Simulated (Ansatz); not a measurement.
Consider the following.

End structure of a constructed model of the (111)B surface of zinc-blende ZnS (in the relaxation 2 O–S bonds formed; 1 O–Zn, 2 S–Zn bonds broke), S-terminated, 2x2 O adatom at T4 (bottom of the slab: 2 H on 4 bottom sites):

```yaml
crystal:
  lattice:
    - [7.69839, 0.00000, 0.00000]
    - [-3.84919, 6.66700, 0.00000]
    - [0.00000, 0.00000, 29.00000]
  atoms:
    - { symbol: Zn, position: [0.34415, 0.15585, 0.31866] }
    - { symbol: Zn, position: [0.83043, 0.16951, 0.34921] }
    - { symbol: Zn, position: [0.33049, 0.66957, 0.34921] }
    - { symbol: Zn, position: [0.84407, 0.65593, 0.31846] }
    - { symbol: S, position: [0.17220, 0.32780, 0.35694] }
    - { symbol: S, position: [0.66292, 0.33765, 0.35799] }
    - { symbol: S, position: [0.16235, 0.83708, 0.35799] }
    - { symbol: S, position: [0.67221, 0.82779, 0.35691] }
    - { symbol: Zn, position: [0.16667, 0.33333, 0.43909] }
    - { symbol: Zn, position: [0.66667, 0.33333, 0.43909] }
    - { symbol: Zn, position: [0.16667, 0.83333, 0.43909] }
    - { symbol: Zn, position: [0.66667, 0.83333, 0.43909] }
    - { symbol: S, position: [0.00000, 0.00000, 0.46618] }
    - { symbol: S, position: [0.50000, 0.00000, 0.46618] }
    - { symbol: S, position: [0.00000, 0.50000, 0.46618] }
    - { symbol: S, position: [0.50000, 0.50000, 0.46618] }
    - { symbol: Zn, position: [0.00139, 0.01155, 0.54667] }
    - { symbol: Zn, position: [0.50165, 0.99835, 0.54804] }
    - { symbol: Zn, position: [0.01315, 0.48685, 0.54852] }
    - { symbol: Zn, position: [0.48845, 0.49861, 0.54667] }
    - { symbol: S, position: [0.33275, 0.16725, 0.57346] }
    - { symbol: S, position: [0.82915, 0.16193, 0.57812] }
    - { symbol: S, position: [0.33807, 0.67085, 0.57812] }
    - { symbol: S, position: [0.83694, 0.66306, 0.56957] }
    - { symbol: Zn, position: [0.31357, 0.18643, 0.65394] }
    - { symbol: Zn, position: [0.82932, 0.15841, 0.66495] }
    - { symbol: Zn, position: [0.34159, 0.67068, 0.66495] }
    - { symbol: Zn, position: [0.77583, 0.72417, 0.63908] }
    - { symbol: S, position: [0.15968, 0.34032, 0.68735] }
    - { symbol: S, position: [0.61386, 0.26017, 0.69704] }
    - { symbol: S, position: [0.23983, 0.88614, 0.69704] }
    - { symbol: S, position: [0.67475, 0.82525, 0.69541] }
    - { symbol: H, position: [0.33555, 0.16445, 0.26565] }
    - { symbol: H, position: [0.83541, 0.66459, 0.26546] }
    - { symbol: O, position: [0.45067, 0.04933, 0.72766] }
```

Model: 35-atom slab, 13.0 Å thick at the start with caps and adatoms (thin: gaps and levels are the slab's own), 3x3x1 mesh, Fermi-Dirac 0.025 eV, dipole correction, 8 atoms held, the rest relaxed; held to the start's symmetry, so lower structures may exist; no spin, no spin-orbit, no U. In PBE it is, or lies within 0.01 eV a 1x1 cell of, the lowest of the 2 structures of its composition computed so far; subsurface sites and larger cells were not tried.

Problem. Predict the gap of the slab on its k-mesh from PBE (Ansatz, a program for electronic structure).

Solution. 1.26 eV

Problem. What is the computed highest filled level below the top vacuum level (PBE)?

Solution. 6.30 eV
